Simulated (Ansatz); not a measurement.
# BaTiO3: energy against strain

BaTiO3 (cubic perovskite, Pm-3m, 12.513 Å³/atom at rest) under an equal strain ε in the (001) plane with the normal axis free, as in a coherent film. PBEsol in Ansatz, a plane-wave DFT program (PAW, default set), 420 eV, 8×8×8 Γ-centred mesh, Fermi-Dirac smearing 0.05 eV; ions are relaxed within the symmetry of each cell.

Here s stands for strain and y for E less E0.

| strain (%) | E less E0 (meV/atom) |
|---|---|
| -3.00 | ? |
| -1.20 | 4.08 |
| -0.60 | 0.98 |
| 0.00 | 0.00 |
| 0.60 | 0.92 |
| 1.20 | 3.77 |

The 5 complete rows are fitted with a parabola, y against s. Least squares gives y = -0.021 - 0.1133·s + 2.7381·s². Residuals (row less fit): 0.022, -0.053, 0.021, 0.023, -0.016; standard error 0.047 (degrees of freedom: 2). Twice the quadratic coefficient over the volume, 2 × 2.7381 meV × 10⁴ × 0.1602 / 12.513 Å³, is twice the biaxial elastic modulus of this plane = 701 ± 9 GPa.

### Question
What does the fit predict for y at s = -3.00, and how far is the calculated value from it?

### Answer
y = -0.021 - 0.1133 × (-3.0) + 2.7381 × (-3.0)² = 24.962 meV/atom. The calculation gives 27.53 meV/atom, 2.568 meV/atom above the prediction (9.3 % of the range of y in the table). The row lies outside the fitted rows, so this is an extrapolation. From the scatter of the fitted rows alone, a prediction at this place has a standard error of 0.306 meV/atom, so the miss is 8.4 times that.

One order more, fitted to all 11 runs of the series, follows each within 0.07, so the miss is the next term of a smooth law. The primitive cell can neither tilt nor turn polar against its symmetry, as such crystals can under strain. BaTiO3 is here the ideal cubic form; the compound distorts at low or room temperature. Rows are the converged runs of the series near zero and its far end; series whose fitted rows scatter by over a few per cent of the range, as at a crossing or softening among them, aren't shown in this form. Most that stay on the fit to the last digits aren't either.
